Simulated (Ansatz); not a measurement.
## A computed series for hypothetical CsCl type MnS: pressure series

The reference is MnS in the CsCl type structure (space group Pm-3m, No. 221; a = 3.233 Å; ferromagnetic; a hypothetical phase, not in the database extracts checked).

Cell and atoms are relaxed at each pressure.

The values are results of r2SCAN/PAW in Ansatz (an electronic-structure program), spin-orbit coupling left out, not measurements.

Computed cases, in order: pressure −2 GPa; pressure −1 GPa; 0 GPa (base); pressure 1.8 GPa; pressure 4.2 GPa; pressure 9 GPa; pressure 18 GPa; pressure 30 GPa; pressure 45 GPa; pressure 60 GPa.

Problem. Between which two neighbouring cases do the magnetic moments vanish or appear?

Solution. Between pressure 45 GPa (ferromagnetic) and pressure 60 GPa (non-magnetic). The whole series: pressure −2 GPa: ferromagnetic; pressure −1 GPa: ferromagnetic; 0 GPa (base): ferromagnetic; pressure 1.8 GPa: ferromagnetic; pressure 4.2 GPa: ferromagnetic; pressure 9 GPa: ferromagnetic; pressure 18 GPa: ferromagnetic; pressure 30 GPa: ferromagnetic; pressure 45 GPa: ferromagnetic; pressure 60 GPa: non-magnetic.

Other magnetic orders, which the real material may have, were not ruled out. Load acts through the strain it causes; cell and atoms are relaxed under it. Stability against distortions was not tested. No other phases were tried under pressure. Starting moments died away, wholly or in part, for pressure 18 GPa, pressure 30 GPa, pressure 45 GPa and pressure 60 GPa; another magnetic solution may exist.
